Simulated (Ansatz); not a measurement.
Worked calculations on one periodic cell of amorphous Ga₂₄O₃₇Mg: Ga24O37Mg, 62 atoms, volume 769.2 Å³, made by a melt-quench on the CHGNet potential and relaxed with DFT. O atoms were pushed apart under 1.9 Å during the dynamics, to hinder bonds among them. It is a model cell: composition and starting density were chosen by hand, and all elements were melted together. Cycles of charging were run to anneal it. Method: PBE, scalar-relativistic without spin-orbit coupling (plane waves to 420 eV, PAW; Ansatz, an electronic-structure program). Sampling: a 2×2×2 Γ-centred mesh; Fermi-Dirac width 0.02 eV; no spin polarisation. Its volume was held where the quench left it, its shape was held as a cube, and it stands at a mean pressure of -0.5 GPa with stress components up to 2.6 GPa; the relaxation ran on the zone centre alone. Its density went from a set 4.94 to 4.94 g/cm³. The cell is small and was quenched far faster than a real film, so it is one sample of the glass.

Problem. Count formal charges (Ga +3, O -2, Mg +2). What does the count lead one to expect at the Fermi level, and what does the calculation give?

Solution. 24 × (+3) + 37 × (-2) + 1 × (+2) = 0. The charges balance, so the anion-derived valence states can be full and a gap can open. On this mesh the highest filled and lowest empty level lie 1.54 eV apart, the PBE gap of this cell, with a localised state at one edge or both.

Four energies for a hole at PBE on the zone centre alone (charged cells in a uniform background, spin-polarised): neutral at the neutral geometry -113726.289 eV; charged at the neutral geometry -113732.268 eV; charged and relaxed -113732.383 eV; neutral at the charged geometry -113726.063 eV.

Problem. Find the two relaxation energies and their sum, the reorganisation energy.

Solution. On charging: -113732.268 − (-113732.383) = 0.115 eV. On discharging: -113726.063 − (-113726.289) = 0.226 eV. The sum is 0.341 eV. The carrier's level spreads over 7 of the 62 atoms' worth, so it counts as partly localised, most on one O atom with neighbours Ga 1.81 Å, Ga 1.82 Å (neutral geometry). The values are uncorrected: the image energy of a point charge in this cell, 2.84 × 14.40 / (2 × 9.2) = 2.2 eV before screening, is screened by electrons alone at the fixed geometry and by ions too after relaxing, and the carrier can be spread before it relaxes, so each term can be off by up to that value times 1/ε∞, some tenths of an eV. PBE's self-interaction favours spread-out carriers, so a hybrid can localise more.
